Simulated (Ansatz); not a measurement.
# Li on the 1x1 (10-10) surface of wurtzite ZnO (cut with top plane O + Zn), one in a 2x1 cell, started at the site 'top Zn #2'

Host crystal: wurtzite ZnO, with a band gap (PBE, scalar-relativistic without spin-orbit coupling).

Computed with PBE (plane waves to 420 eV, PAW; Ansatz, a quantum-chemistry and plane-wave program).

Slab: 33 atoms, 9.4 Å thick at the start under the adsorbate (thin: gaps and levels are the slab's own); k 3x4x1, smearing 0.01 eV, dipole-corrected; 16 atoms held, the rest relaxed; start symmetry kept, larger cells not searched; spin-polarised, no spin-orbit, no U, no dispersion correction. The starting moment vanished. At the end it is bonded to 2 O + Zn. In PBE it is, or lies within 0.03 eV of, the lowest of the starts that converged.

```yaml
adsorption energy against an atom of bcc Li: -947 meV
change_of_the_step_from_the_bottom_to_the_top_vacuum_level_against_the_clean_slab: -2.46 eV
energy_released_by_relaxation: 1.01 eV
height of the binding atom over the mean of the host atoms within 0.3 Å of the top one: 1.102 Å
magnetic_moment_of_the_cell: 0.00 μB
nearest_host_atoms_of_the_binding_atom: O at 1.88 Å, O at 1.88 Å, Zn at 2.41 Å
largest_move_of_a_host_atom: 0.28 Å
cost: roughly 24 core-minutes
```

A negative adsorption energy means that the adsorbate is more stable on the surface than in its reference.
